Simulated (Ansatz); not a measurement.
## Effect of biaxial strain −1.25 %, plane normal [111], relaxed out of plane on Rh

Take Rh in the fcc (Cu type) structure (space group Fm-3m, No. 225; a = 3.8015 Å; relaxed with 0.1 eV smearing) as the base. Axes: x, y, z lie along the cube axes.

Now apply this change: compressive biaxial strain of 1.25 % in the plane normal to [111], as in epitaxy on a mismatched substrate; the out-of-plane cell vector and the atoms relax.

All numbers come from Ansatz (an electronic-structure program), r2SCAN, PAW, cutoff 500 eV, no SOC. Γ-centred 30×30×30 mesh, Fermi–Dirac width 0.1 eV.

| quantity | base | changed | shift |
|---|---|---|---|
| volume per atom | 13.73 Å³ | 13.49 Å³ | -0.246 Å³ |
| space group | Fm-3m (No. 225) | R-3m (No. 166) | – |
| shortest interatomic distance | 2.688 Å | 2.654 Å | -0.034 Å |
| energy relative to the base (free energy F) | 0 meV/atom | +8.5 meV/atom | +8.5 meV/atom |
| pressure (mean of the normal stresses, compression positive) | 0.0 GPa | 5.5 GPa | +5.5 GPa |
| band gap | zero | zero | – |
| out-of-plane strain | – | +0.71 % | – |
| ratio −ε⊥/ε∥ | – | 0.57 | – |
| mean in-plane stress (compression positive) | – | +8.2 GPa | – |

Final structure (turned so that z lies along the plane normal):

```
Rh
1.0
    2.65449     0.00000     0.00000
    1.32725     2.29886     0.00000
    1.32725    -0.76629     2.21035
Rh
1
Direct
  0.00000   0.00000   0.00000
```

Cost of the whole job for the changed cell (relaxation, final SCF and bands): roughly 2.6 core-minutes.

Stability against distortions was not tested. All final runs are without spin polarisation.
